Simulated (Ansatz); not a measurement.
An Ansatz (a first-principles code) run: TiSi2 with a change (Si → Ni); plane-wave PAW DFT at the PBE level (Ansatz, 420 eV), scalar-relativistic without spin-orbit coupling.

Input:

Ansatz 0.2 input:
```yaml
crystal:
  lattice:
    - [0, 3.834436543, 4.2704021794]
    - [2.288290059, 0, 4.2704021794]
    - [2.288290059, 3.834436543, 0]
  atoms:
    - { symbol: Ni, position: [0.6654894537, 0.3345105463, 0.6654894537] }
    - { symbol: Ni, position: [0.3345105463, 0.6654894537, 0.3345105463] }
    - { symbol: Ni, position: [0.5845105463, 0.9154894537, 0.5845105463] }
    - { symbol: Ni, position: [0.9154894537, 0.5845105463, 0.9154894537] }
    - { symbol: Ti, position: [0, 0, 0] }
    - { symbol: Ti, position: [0.25, 0.25, 0.25] }
basis: { ecutwfc: 420, ecutrho_ratio: 4, xc_grid: 2, fft_grid_basis: typed }
kpoints: { mp_grid: { grid: [12, 12, 12] } }
hamiltonian:
  xc: pbe
  dispersion: none
  pseudopotentials: { kind: paw }
scf: { occupations: { method: fermi_dirac, width: 0.05 }, convergence: { dr2_threshold: 0.0000000006 } }
output: { forces: true, stress: true }
checkpoint: { write: state.ck, write_every: 1000 }
```

Output (explanatory and most iteration lines left out):

```
Pseudopotential: Ni, paw, valence charge 18
Pseudopotential: Ti, paw, valence charge 12
Crystal: 6 atoms, lattice volume = 74.940 Å³
Basis set: ecut = 420 eV, 1481 PW (Γ), exchange–correlation on 80×72×60 points (8 copies of the dense FFT grid, shifted against one another)
Bands: 58, of which v1, the nominal top of the filled ones, is band 48 counted from 1 (47 counted from 0)
Symmetry: 8 space group operations
Space group: Fddd (ITA 70), of the structure as read, at distance tolerance 4.2e-5 Å
k-points: 280 of 1728
Functional: x = pbe(κ = 0.804, μ = 0.2195149727645171), c = pbe(β = 0.06672455060314922)
SCF iter   1: F=—  HF=-28360.836197 eV  |F-HF|=—  |Δ(HF+E_count)|=         —  Δρ=8.59e-3  dr2=2.57e-2  ethr=1.77e-3  ⟨swp⟩=3.8  Hψ=46283  notcnv=0  defer=5
SCF iter   2: F=—  HF=-28360.832692 eV  |F-HF|=—  |Δ(HF+E_count)|=   3.51e-3  Δρ=3.64e-3  dr2=5.74e-3  ethr=2.68e-5  ⟨swp⟩=2.2  Hψ=24725  notcnv=0  defer=60
SCF 1 converged in 9 iterations: F = -28360.832092 eV  dr2 = 1.43e-10
SCF converged after 9 iterations
Free energy (F): -28360.832092 eV
Internal energy: -28360.817325 eV  (E = F + TS)
E sigma→0 (E₀):  -28360.824709 eV
Entropy (-TS):   -0.014767 eV (-2.461 meV/atom)
Fermi energy:    16.860182 eV
--- Forces (eV/Å), atoms counted from 1 ---
  atom   1  Ni     0.00000000     0.00007060    -0.00000000
  atom   2  Ni    -0.00000000    -0.00007060    -0.00000000
  atom   3  Ni    -0.00000000    -0.00007060     0.00000000
  atom   4  Ni     0.00000000     0.00007060     0.00000000
  atom   5  Ti    -0.00000000     0.00000000     0.00000000
  atom   6  Ti     0.00000000    -0.00000000     0.00000000
--- Stress (GPa, compression-positive) ---
        0.005811      -0.000000       0.000000
       -0.000000       0.006507      -0.000000
        0.000000      -0.000000       0.006386
  P = ⅓ Tr σ = 0.0062 GPa (0.062 kbar)
```

No phonon test of stability was made. Seeded moments were not kept for Si → Ni. The final runs are not spin-polarised. The cell was made from TiSi2 by this change: Si → Ni; the result is a hypothetical phase, not in the database extracts checked.
